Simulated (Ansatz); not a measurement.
**Pressure series in HfC**

The reference is HfC in the rock salt structure (space group Fm-3m, No. 225; a = 4.651 Å).

Cell and atoms are relaxed at each pressure.

All numbers come from PBE/PAW in Ansatz (a first-principles code), without spin-orbit coupling.

Notes on the quantities. enthalpy: H = E + PV relative to the base's energy.

| variant | enthalpy | density |
|---|---|---|
| base | – | 12.57 g/cm³ |
| pressure −1 GPa | -0.08 eV/atom | 12.52 g/cm³ |
| pressure 0.9 GPa | +0.07 eV/atom | 12.62 g/cm³ |
| pressure 2.1 GPa | +0.16 eV/atom | 12.68 g/cm³ |
| pressure 4.5 GPa | +0.35 eV/atom | 12.81 g/cm³ |
| pressure 9 GPa | +0.69 eV/atom | 13.03 g/cm³ |
| pressure 15 GPa | +1.14 eV/atom | 13.31 g/cm³ |
| pressure 22.5 GPa | +1.69 eV/atom | 13.65 g/cm³ |
| pressure 30 GPa | +2.23 eV/atom | 13.96 g/cm³ |

Load acts through the strain it causes; cell and atoms are relaxed under it. No phonon test of stability was made. Competing high-pressure phases were not computed. The final runs are not spin-polarised.
